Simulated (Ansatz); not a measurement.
## Point defect O on the Br site in orthorhombic CsPbBr3

The numbers are results of PBE, PAW (plane waves to 420 eV; Ansatz, a quantum-chemistry and plane-wave program), not measurements. A supercell of 80 sites (2×1×2 repeats of a cell of 20 atoms) was used; the energies come from a 1×2×1 shifted sampling of its zone. Site at the start: the Br(1) site. Finite-size correction: monopole term and site-potential alignment. Dielectric constants: PBE linear response of the host. Host gap at this level: 2.13 eV. Finite-size and sampling errors can reach tenths of an eV here.  Spin–orbit coupling is left out, which matters for these heavy elements. Each state is the lowest found from its start.

Charges with a result: +1, 0, −1. Others weren't obtained, and one of them could lie lower, also by skipping a charge.

| charge | moment (μB) | point group | largest move off a lattice site (Å) | image correction with alignment (eV) | above the lowest spin state (eV) |
|---|---|---|---|---|---|
| +1* | 0.0 | C1 | 1.11 | – | 0.00 |
| +1* | not spin-polarised | C1 | 1.11 | – | 0.00 |
| 0* | 1.0 | C1 | 1.05 | – | 0.00 |
| −1 | not spin-polarised | – | 0.88 | 0.08 | 0.00 |

* At this level the carrier isn't localised at the defect: at charge +1 holes occupy the valence band; at charge 0 holes occupy the valence band. Such a state is shallow or no state of the defect, and this cell gives it no level.

Point groups are those of the whole cell at tolerances of 0.03 and 0.1 Å ("near" where only the looser one holds); none is given for unsettled states.

Starting moments that weren't kept: charge +1 began with 2 μB and ended with 0.0.

Flagged in the runs: a host whose relaxation on this sampling wasn't shown to rest, a strain field that reaches the edge of the cell.

All states together cost roughly 6 core-hours.
